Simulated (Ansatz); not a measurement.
Worked calculations on one periodic cell of amorphous Ga24O38Zr: Ga24O38Zr, 63 atoms, volume 785.4 Å³, made by a melt-quench on the CHGNet potential and relaxed with DFT. O atoms were pushed apart under 1.9 Å during the dynamics, to hinder bonds among them. It is a model cell: composition and starting density were chosen by hand, and all elements were melted together. Cycles of charging were run to anneal it. Computed with PBE, scalar-relativistic without spin-orbit coupling (plane waves to 420 eV, PAW; Ansatz, a quantum-chemistry and plane-wave program). Sampling: a 2×2×2 Γ-centred mesh; Fermi-Dirac width 0.02 eV; no spin polarisation. Its volume was held where the quench left it, its shape was free, and it stands at a mean pressure of 0.7 GPa with stress components up to 0.9 GPa; the relaxation ran on the zone centre alone. Its density went from a set 5.02 to 5.02 g/cm³. The cell is small and was quenched far faster than a real film, so it is one sample of the glass.

Problem. Count formal charges (Ga +3, O -2, Zr +4). What does the count lead one to expect at the Fermi level, and what does the calculation give?

Solution. 24 × (+3) + 38 × (-2) + 1 × (+4) = 0. The charges balance, so the anion-derived valence states can be full and a gap can open. On this mesh the highest filled and lowest empty level lie 1.61 eV apart, the PBE gap of this cell, with a localised state at one edge or both.

Four energies for an added electron at PBE on the zone centre alone (charged cells in a uniform background, spin-polarised): neutral at the neutral geometry -116553.315 eV; charged at the neutral geometry -116545.461 eV; charged and relaxed -116545.483 eV; neutral at the charged geometry -116553.292 eV.

Problem. Find the two relaxation energies and their sum, the reorganisation energy.

Solution. On charging: -116545.461 − (-116545.483) = 0.022 eV. On discharging: -116553.292 − (-116553.315) = 0.023 eV. The sum is 0.045 eV. The carrier's level spreads over 57 of the 63 atoms' worth, more than a fifth of the atoms or a third of the atoms of its main element (six at least), and the sum is small, so it counts as a band carrier, whose relaxation energy shrinks as the cell grows. PBE's self-interaction favours spread-out carriers, so a hybrid can localise more.
